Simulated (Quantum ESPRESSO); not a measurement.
# Habitual settings against a tight run: Li2Mg (R32, 6 atoms in the cell)

Self-consistent single point.

```xyz
6
Lattice="2.6850 1.5502 5.1450 -2.6850 1.5502 5.1450 0.0000 -3.1004 5.1450" Properties=species:S:1:pos:R:3 pbc="T T T"
Li     0.8914    -1.5564     5.1450
Li     0.9022     1.5502     5.1450
Li    -1.7936     0.0062     5.1450
Li     0.0000     0.0000     7.7175
Mg     0.0000     0.0000    12.8554
Mg     0.0000     0.0000     2.5795
```

Method: LDA (PZ), GBRV 1.5 ultrasoft (LDA) pseudopotentials (plane waves; Quantum ESPRESSO 7.5).

Base settings: ecutwfc = 40 Ry; ecutrho = 200 Ry; occupations = smearing; smearing = marzari-vanderbilt; degauss = 0.0073499 Ry; potentials = {Li: li_lda_v1.4.uspp.F.UPF, Mg: mg_lda_v1.4.uspp.F.UPF}; K_POINTS = automatic 6 6 6 0 0 0; conv_thr = 1e-08 Ry; mixing_beta = 0.3.

Tight run (finer mesh or higher cutoff; not a proven limit): ecutwfc: 40 Ry → 56 Ry; ecutrho: 200 Ry → 280 Ry; conv_thr: 1e-08 Ry → 7.3e-11 Ry; K_POINTS: automatic 6 6 6 0 0 0 → automatic 9 9 9 0 0 0. It gave Fermi level (on the code's own zero) 2.28 eV; pressure -1.98 GPa; largest force (vector length) 0.013 eV/Å.

Quick runs, as changes from the base:
- A: the base itself
- B: ecutwfc: 40 Ry → 32 Ry; ecutrho: 200 Ry → 160 Ry; conv_thr: 1e-08 Ry → 7.3e-06 Ry
- C: ecutwfc: 40 Ry → 20 Ry; ecutrho: 200 Ry → 100 Ry; K_POINTS: automatic 6 6 6 0 0 0 → automatic 4 4 4 0 0 0
- D: ecutwfc: 40 Ry → 24 Ry; ecutrho: 200 Ry → 120 Ry; K_POINTS: automatic 6 6 6 0 0 0 → automatic 6 6 6 1 1 1
- E: ecutwfc: 40 Ry → 32 Ry; ecutrho: 200 Ry → 160 Ry; conv_thr: 1e-08 Ry → 7.3e-06 Ry; K_POINTS: automatic 6 6 6 0 0 0 → automatic 2 2 2 1 1 1
- F: ecutwfc: 40 Ry → 24 Ry; ecutrho: 200 Ry → 120 Ry; smearing: marzari-vanderbilt → gaussian; degauss: 0.0073499 Ry → 0.019992 Ry; K_POINTS: automatic 6 6 6 0 0 0 → automatic 1 1 1 1 1 1

Energies are extrapolated to zero smearing width, which holds to low order in the width alone (under cold and Methfessel-Paxton smearing the free energy itself is taken).

Dashes: time of C, D, E, F, under 30 s.

The count of work is k-points × plane waves × bands × iterations; it is no time. Core times come from one kind of shared machine and are given to one figure; runs under 30 s give none.

The starting cell comes from a database of computed structures (which also holds hypothetical and non-ambient phases and stackings), without a prior relaxation at this level. Its lattice was rescaled by a random factor within 2.5 % of one.

```csv
run,energy less tight (meV/atom),pressure less tight (GPa),largest miss in a force vector (eV/Å),count of work / tight,core time / tight (rough)
A,3.7,0.03,0.004,0.20,0.3
B,21.7,-1.67,0.005,0.11,0.2
C,2534.9,-86.58,0.016,0.028,–
D,604.5,-26.81,0.004,0.079,–
E,66.6,-1.86,0.100,0.0058,–
F,1337.1,-22.88,0.337,0.0031,–
```

Among the runs at the tight run's level, the energy misses run from 3.7 to 2534.9 meV/atom.
